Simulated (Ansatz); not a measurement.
The parent structure is YP in the zinc blende structure (space group F-43m, No. 216; a = 6.2898 Å; a hypothetical phase, not in the database extracts checked).

The values are results of PBE (Ansatz, an electronic-structure program, PAW, no spin-orbit coupling), not measurements.

One change was made to it. Results:

```csv
quantity,base,after
density,3.20 g/cm³,3.31 g/cm³
"valley order (the lowest conduction-band minima on the path, energy above the VBM, named in the base's zone)","X along ⟨100⟩ 1.64 eV; a point along ⟨110⟩, about 0.5 Å⁻¹ from Γ 2.90 eV; Γ 2.98 eV","X along ⟨100⟩ 1.61 eV; a point along ⟨110⟩, about 0.5 Å⁻¹ from Γ 2.91 eV; Γ 3.08 eV"
mean gap deformation potential ΔEg/Δln V,–,+1.1 eV
shortest interatomic distance,2.724 Å,2.692 Å
```

Q: What was done to the base?
(A) pressure 2.1 GPa
(B) pressure 0.9 GPa
(C) pressure −1 GPa

A: A, pressure 2.1 GPa. For comparison, the valley order in the other runs: pressure 0.9 GPa gives X along ⟨100⟩ 1.63 eV; a point along ⟨110⟩, about 0.5 Å⁻¹ from Γ 2.90 eV; Γ 3.02 eV; pressure −1 GPa gives X along ⟨100⟩ 1.66 eV; a point along ⟨110⟩, about 0.5 Å⁻¹ from Γ 2.90 eV; Γ 2.92 eV.

Load acts through the strain it causes; cell and atoms are relaxed under it. No phonon test of stability was made.
